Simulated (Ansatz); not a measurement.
Data:

```yaml
crystal:
  lattice:
    - [3.04757, 0.00000, 0.00000]
    - [1.52378, 6.14023, 0.00000]
    - [0.00000, 1.38413, 5.65035]
  atoms:
    - { symbol: Ga, position: [0.34116, 0.31768, 0.68527] }
    - { symbol: Ga, position: [0.65884, 0.68232, 0.31473] }
    - { symbol: Ga, position: [0.90953, 0.18094, 0.20521] }
    - { symbol: Ga, position: [0.09047, 0.81906, 0.79479] }
    - { symbol: O, position: [0.50353, 0.99294, 0.74334] }
    - { symbol: O, position: [0.49647, 0.00706, 0.25666] }
    - { symbol: O, position: [0.82663, 0.34674, 0.43677] }
    - { symbol: O, position: [0.17337, 0.65326, 0.56323] }
    - { symbol: O, position: [0.16450, 0.67100, 0.10915] }
    - { symbol: O, position: [0.83550, 0.32900, 0.89085] }
```

Space group of this cell: C2/m. The cell is taken as given; by r2SCAN its mean pressure is -1.5 GPa.

All values below come from r2SCAN (plane waves, PAW; Ansatz, a quantum-chemistry and plane-wave program).

The current runs along the normal of the first two printed vectors; no spin-orbit coupling. Scaled by the factor s: both lengths across the current (ions clamped). Meshes 10×10×6 and 10×6 across the current in all rows.

| s | mean pressure (GPa) | slowest mid-gap decay constant κ (1/Å) |
|---|---|---|
| 0.98 | 7.7 | 0.248 |
| 1.00 | -1.5 | 0.228 |
| 1.02 | -8.9 | ? |

Question: Take the slope of the slowest mid-gap decay constant κ against ln s from the two given rows, extrapolate to s = 1.02, and say what the run there gives.

Answer: Slope = (0.248 − 0.228) / ln 0.98 = -0.990 1/Å. The line gives 0.228 + (-0.990) × ln 1.02 = 0.208 1/Å. The run gives 0.206 1/Å, 0.002 1/Å under the line, 12 % of the predicted step.
